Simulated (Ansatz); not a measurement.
Take AlRu in the CsCl type structure (space group Pm-3m, No. 221; relaxed with 0.1 eV smearing) as the base.

```
AlRu
1.0
    2.97703     0.00000     0.00000
    0.00000     2.97703     0.00000
    0.00000     0.00000     2.97703
Al Ru
1 1
Direct
  0.50000   0.50000   0.50000
  0.00000   0.00000   0.00000
```

The values are results of DFT with PBEsol, PAW potentials and a 420 eV plane-wave cutoff in Ansatz (a first-principles code), spin-orbit coupling left out, not measurements.

Before the change:

The pressure comes out as 0.0 GPa.

The change: every lattice vector is shortened by 1.50 %; the atoms relax in the strained cell.

**Question.** Estimate the effect on the pressure and energy relative to the base.

**Answer.** The pressure goes from zero to 10.9 GPa; the energy goes up by 19 meV/atom.

Whether these cells are dynamically stable was not tested. The final runs are not spin-polarised.
